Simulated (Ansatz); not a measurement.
ZrTiB4 (model structure, Pmmm, No. 47, 6 atoms in the cell) was calculated with LDA (Ansatz, a first-principles code, PAW).

Run with plane-wave cutoff 520 eV, 18×16×10 k mesh (along the axes of the cell as run), Fermi–Dirac smearing 0.05 eV, no spin polarisation, scalar-relativistic PAW data made under PBE.

Cell (relaxed at this level):

```cif
data_B4TiZr
_chemical_formula_sum 'Ti1 B4 Zr1'
_space_group_name_H-M_alt 'Pmmm'
_space_group_IT_number 47
_space_group_name_Hall '-P 2 2'
_cell_length_a 3.06858
_cell_length_b 3.34470
_cell_length_c 5.31149
_cell_angle_alpha 90.000
_cell_angle_beta 90.000
_cell_angle_gamma 90.000
loop_
_space_group_symop_operation_xyz
  'x, y, z'
  '-x, -y, -z'
  '-x, -y, z'
  'x, y, -z'
  'x, -y, -z'
  '-x, y, z'
  '-x, y, -z'
  'x, -y, z'
loop_
_atom_site_label
_atom_site_type_symbol
_atom_site_symmetry_multiplicity
_atom_site_Wyckoff_symbol
_atom_site_fract_x
_atom_site_fract_y
_atom_site_fract_z
_atom_site_occupancy
Ti1 Ti 1 a 0.00000 0.00000 0.00000 1
B1 B 2 t 0.50000 0.50000 0.16117 1
B2 B 2 r 0.00000 0.50000 0.32583 1
Zr1 Zr 1 d 0.50000 0.00000 0.50000 1
```

Q: What does this level give for the bulk modulus B0?

A: 
- bulk modulus B0 = 266 GPa

Note: the run has no spin polarisation, so it can have missed a magnetic state; the bulk modulus is −V dP/dV from two relaxed cells at ±2 % in volume; the relaxation could raise the start's symmetry but not lower it, so the cell can be a saddle point.

Computing time: around 4 core-minutes (rough).

A model structure was made by putting elements into a prototype or built by hand; it is no filed structure, need not be a known phase, and can be a saddle point held by its symmetry.
